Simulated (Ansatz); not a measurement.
Take Ta$_{2}$N in the anti-CdI2 type structure (space group P-3m1, No. 164; relaxed with 0.1 eV smearing) as the base.

```
CELL_PARAMETERS angstrom
      3.07382     0.00000     0.00000
     -1.53691     2.66201     0.00000
      0.00000     0.00000     4.85523
ATOMIC_POSITIONS crystal
  N  0.00000 0.00000 0.00000
  Ta 0.33333 0.66667 0.25628
  Ta 0.66667 0.33333 0.74372
```

Cartesian axes are those of the cell as printed.

Method: Ansatz (a program for electronic structure) PBE-D3(BJ), no spin-orbit coupling.

Before the change:

| Property | Result |
|---|---|
| Shortest interatomic distance | 2.167 Å |
| Pressure | 0.0 GPa |

Now apply this change: uniaxial strain ε_zz = −2.75 %, all other strain components held at zero, atoms relaxed at fixed cell.

**Question.** Predict the new energy relative to the base, shortest interatomic distance and pressure.

**Answer.** The energy grows by 15 meV/atom; the shortest interatomic distance falls by 0.0206 Å, from 2.167 Å to 2.147 Å; the pressure (mean of the normal stresses, compression positive) goes from zero to 9.0 GPa.

No phonon test of stability was made. All final runs are without spin polarisation. An odd electron count without spin: Ta2N.
